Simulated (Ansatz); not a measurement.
Defect: interstitial B in zinc-blende BN, charge state +3. All values below come from PBE, PAW (plane waves to 420 eV; Ansatz, a first-principles code).

Settings: 64 host sites, the relaxed PBE lattice, a 2×2×2 k-point mesh shifted by half a step, smearing 0.01 eV, spin-restricted, no image-charge correction. Energies are static. The charge state is imposed; whether it is stable for some Fermi level was not computed. Sites that were not tried may lie lower.

Barriers: single points on a 3×3×3 k-point mesh shifted by half a step at the bands' geometries.

The step: a concerted move, in which B travels most. Atoms about the jump, Cartesian Å from the middle of the jump, before and after:

| atom | x0 | y0 | z0 | x1 | y1 | z1 |
|---|---|---|---|---|---|---|
| B1 | 0.00 | 0.00 | 0.83 | 0.00 | 0.00 | -0.83 |
| N2 | -0.91 | -0.91 | 0.06 | -0.88 | -0.88 | 0.05 |
| N3 | 0.91 | 0.91 | 0.06 | 0.88 | 0.88 | 0.05 |
| B4 | 0.00 | 0.00 | 2.79 | 0.00 | 0.00 | 1.12 |
| B5 | -1.83 | 0.00 | -0.83 | -1.96 | 0.00 | -0.83 |
| B6 | 0.00 | 1.83 | -0.83 | 0.00 | 1.96 | -0.83 |
| B7 | 0.00 | -1.83 | -0.83 | 0.00 | -1.96 | -0.83 |
| B8 | 1.83 | 0.00 | -0.83 | 1.96 | 0.00 | -0.83 |
| N9 | -0.91 | 0.91 | -1.73 | -0.88 | 0.88 | -1.72 |
| N10 | 0.91 | -0.91 | -1.73 | 0.88 | -0.88 | -1.72 |
| N11 | -0.88 | 0.88 | 1.91 | -0.91 | 0.91 | 1.90 |
| N12 | 0.88 | -0.88 | 1.91 | 0.91 | -0.91 | 1.90 |
| B13 | -1.86 | 1.86 | 0.93 | -1.82 | 1.82 | 0.98 |
| B14 | 0.00 | 0.00 | -2.50 | 0.00 | 0.00 | -2.79 |
| B15 | -1.82 | -1.82 | 0.97 | -1.86 | -1.86 | 1.03 |
| B16 | 1.86 | -1.86 | 0.93 | 1.82 | -1.82 | 0.98 |
| B17 | 1.82 | 1.82 | 0.97 | 1.86 | 1.86 | 1.03 |
| N18 | -2.72 | 0.91 | 0.07 | -2.73 | 0.91 | 0.08 |
| N19 | -0.91 | 2.72 | 0.07 | -0.91 | 2.73 | 0.08 |
| N20 | 0.91 | -2.72 | 0.07 | 0.91 | -2.73 | 0.08 |
| N21 | 2.72 | -0.91 | 0.07 | 2.73 | -0.91 | 0.08 |
| B22 | -1.96 | 0.00 | 2.79 | -1.83 | 0.00 | 2.79 |
| B23 | 0.00 | 1.96 | 2.79 | 0.00 | 1.83 | 2.79 |
| B24 | 0.00 | -1.96 | 2.79 | 0.00 | -1.83 | 2.79 |
| N25 | -2.73 | -0.91 | 1.88 | -2.72 | -0.91 | 1.88 |
| B26 | 1.96 | 0.00 | 2.79 | 1.83 | 0.00 | 2.79 |
| N27 | 0.91 | 2.73 | 1.88 | 0.91 | 2.72 | 1.88 |
| N28 | -0.91 | -2.73 | 1.88 | -0.91 | -2.72 | 1.88 |
| N29 | -2.72 | -0.91 | -1.74 | -2.73 | -0.91 | -1.75 |
| N30 | 2.73 | 0.91 | 1.88 | 2.72 | 0.91 | 1.88 |
| N31 | 0.91 | 2.72 | -1.74 | 0.91 | 2.73 | -1.75 |
| N32 | -0.91 | -2.72 | -1.74 | -0.91 | -2.73 | -1.75 |
| N33 | 2.72 | 0.91 | -1.74 | 2.73 | 0.91 | -1.75 |

Give the saddle-point geometry and the barrier.


| atom | x | y | z |
|---|---|---|---|
| B1 | -0.02 | 0.02 | 0.08 |
| N2 | -0.96 | -0.96 | -0.02 |
| N3 | 0.96 | 0.96 | -0.01 |
| B4 | 0.05 | 0.05 | 1.87 |
| B5 | -1.90 | 0.03 | -0.90 |
| B6 | -0.03 | 1.91 | -0.90 |
| B7 | 0.03 | -1.89 | -0.90 |
| B8 | 1.90 | -0.03 | -0.90 |
| N9 | -0.91 | 0.92 | -1.76 |
| N10 | 0.92 | -0.91 | -1.76 |
| N11 | -0.95 | 0.96 | 1.96 |
| N12 | 0.97 | -0.96 | 1.97 |
| B13 | -1.84 | 1.86 | 0.95 |
| B14 | 0.00 | 0.00 | -2.65 |
| B15 | -1.84 | -1.84 | 1.00 |
| B16 | 1.85 | -1.84 | 0.95 |
| B17 | 1.86 | 1.86 | 1.01 |
| N18 | -2.72 | 0.91 | 0.07 |
| N19 | -0.90 | 2.73 | 0.07 |
| N20 | 0.91 | -2.71 | 0.07 |
| N21 | 2.73 | -0.90 | 0.07 |
| B22 | -1.89 | -0.03 | 2.85 |
| B23 | 0.04 | 1.91 | 2.86 |
| B24 | -0.03 | -1.89 | 2.85 |
| N25 | -2.71 | -0.90 | 1.88 |
| B26 | 1.91 | 0.03 | 2.86 |
| N27 | 0.91 | 2.73 | 1.88 |
| N28 | -0.90 | -2.71 | 1.88 |
| N29 | -2.73 | -0.91 | -1.76 |
| N30 | 2.73 | 0.91 | 1.88 |
| N31 | 0.92 | 2.74 | -1.75 |
| N32 | -0.91 | -2.73 | -1.76 |
| N33 | 2.74 | 0.92 | -1.75 |
It lies 2.89 eV above the start and 2.89 eV above the end. The saddle point's order was not checked, and it lies on a symmetry element of the cell, where a band can be held. Symmetry-equivalent saddle points exist between the same ends.
